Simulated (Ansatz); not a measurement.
# BaS: response to strain

Base system: BaS in the rock salt structure (space group Fm-3m, No. 225; a = 6.3315 Å). Axes: x, y, z lie along the cube axes.

Strains are applied to the cell and any free atomic positions relax.

Computed with DFT with PBEsol, PAW potentials and a 420 eV plane-wave cutoff in Ansatz (an electronic-structure program), no spin-orbit coupling.

Candidates:
(a) uniaxial strain ε_zz = +2.50 %
(b) uniaxial strain ε_zz = +2.00 %
(c) uniaxial strain ε_zz = +0.50 %

Notes on the quantities. energy relative to the base: free energy F.

### Question
Order them by energy relative to the base, lowest first.

### Answer
(c) uniaxial strain ε_zz = +0.50 % (+0.2 meV/atom), (b) uniaxial strain ε_zz = +2.00 % (+3.7 meV/atom), (a) uniaxial strain ε_zz = +2.50 % (+5.7 meV/atom)

Stability against distortions was not tested.
